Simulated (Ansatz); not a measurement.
Here is the system:

```
CELL_PARAMETERS angstrom
      3.01972     0.00000     0.00000
      1.50986     2.61515     0.00000
      0.00000     0.00000     5.02892
ATOMIC_POSITIONS crystal
  Si 0.33333 0.33333 0.00047
  Si 0.66667 0.66667 0.50047
  C  0.33333 0.33333 0.37453
  C  0.66667 0.66667 0.87453
```

No spin polarisation.

Level of theory: Kohn–Sham DFT with the LDA functional, run in Ansatz (a quantum-chemistry and plane-wave program) with PAW and 420 eV plane waves, no spin-orbit coupling. Settings: 12×12×7 k-points, 0.05 eV Fermi–Dirac smearing.

Task: What is the computed band gap?

Result: 1.97 eV.

Task: Estimate the electron mass.

Result: 0.26 mₑ out of plane, 0.42 mₑ in plane (at K).

Task: Estimate the valence-band top at Γ (three highest levels, from the VBM).

Result: 0.00, 0.00, -0.27 eV.

The cells carry an imposed strain or load. Effective masses come from finite differences of ±0.01 Å⁻¹. Whether these cells are dynamically stable was not tested. The cell was made from SiC in the wurtzite structure (space group P6_3mc, No. 186) by this change: biaxial strain −1.20 %, plane normal [001], relaxed out of plane.
